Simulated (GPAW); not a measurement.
Worked example: self-consistent single point of AlCo (Pm-3m, 2 atoms in the cell) in GPAW.

Method of the run: LDA (Perdew-Wang 92), GPAW PAW datasets LDA (gpaw-data 1.0.1) (plane waves; GPAW 25.7.0).

```xyz
2
Lattice="2.7952 0.0000 0.0000 0.0000 2.7952 0.0000 0.0000 0.0000 2.7952" Properties=species:S:1:pos:R:3 pbc="T T T"
Al     0.0000     0.0000     0.0000
Co     1.3976     1.3976     1.3976
```

Reference input (self-consistent single point, DFT PBE, plane waves, GPAW PAW datasets PBE (gpaw-data 1.0.1)): mode = pw; ecut = 850 eV; xc = PBE; kpts = 9 9 9; mesh shift (steps) = 0 0 0; occupations.name = methfessel-paxton; occupations.width = 0.272 eV; occupations.order = 0; nbands = -8; convergence.density = 1e-05 e/electron; symmetry.symmorphic = false; symmetry.tolerance = 0.0005. This run's input differs from it in these lines:

```diff
@@ -13,3 +13,3 @@
 calc = GPAW(mode=PW(850),
-            xc='PBE',
+            xc='LDA',
             kpts=(9, 9, 9),
```

Its files differ too (potentials: GPAW PAW datasets LDA (gpaw-data 1.0.1)).

The program printed (abridged):

```
     iter     time        total  log10-change:
                         energy   eigst   dens
iter:   1 --:--:--   -15.069233
iter:   2 --:--:--   -15.060658   -0.40  -1.27
iter:   3 --:--:--   -15.011189   -1.42  -1.29
iter:   4 --:--:--   -15.024071   -1.59  -1.34
iter:   5 --:--:--   -14.990010   -1.59  -1.56
iter:   6 --:--:--   -14.968147   -3.14  -1.86
iter:   7 --:--:--   -14.958567   -2.55  -2.07
iter:   8 --:--:--   -14.957176   -3.92  -2.60
iter:   9 --:--:--   -14.957215c  -5.41  -3.39
iter:  10 --:--:--   -14.957163c  -5.53  -3.42
iter:  11 --:--:--   -14.957164c  -7.27  -4.40
iter:  12 --:--:--   -14.957164c  -8.00c -4.75
iter:  13 --:--:--   -14.957164c  -8.73c -4.87
iter:  14 --:--:--   -14.957164c  -9.30c -4.96
iter:  15 --:--:--   -14.957164c  -9.25c -5.07c
Converged after 15 iterations.

Dipole moment: (-0.000000, -0.000000, -0.000000) |e|*Ang

Energy contributions relative to reference atoms: (reference = -44416.688011)

Kinetic:        +22.965689
Potential:      -16.687701
External:        +0.000000
XC:             -21.152411
Entropy (-ST):   -0.025182
Local:           -0.070151
SIC:             +0.000000
--------------------------
Free energy:    -14.969755
Extrapolated:   -14.957164

Showing only first 2 kpts
 Kpt  Band  Eigenvalues  Occupancy
  0     4      9.73305    1.99996
  0     5      9.73305    1.99996
  0     6     16.82591    0.00000
  0     7     16.82591    0.00000

  1     4      9.59947    2.00000
  1     5      9.74815    1.99995
  1     6     15.00881    0.00000
  1     7     17.16252    0.00000

Fermi level: 10.52421

No gap
No difference between direct/indirect transitions
Energy (eV): -14.957164

Forces in eV/Ang:
  0 Al    0.00000    0.00000    0.00000
  1 Co    0.00000    0.00000    0.00000

Stress tensor:
    -0.007081     0.000000     0.000000
     0.000000    -0.007081     0.000000
     0.000000     0.000000    -0.007081
Stress (GPa, Voigt): [-1.1345 -1.1345 -1.1345  0.      0.      0.    ]
```

The run converged in 15 iterations. GPAW prints stress with tension positive. Against the reference run the pressure goes from 13.81 to 1.13 GPa.

The starting cell comes from a database of computed structures (which also holds hypothetical and non-ambient phases and stackings), without a prior relaxation at this level. Its lattice was rescaled by a random factor within 2.5 % of one. Spin polarisation is off.
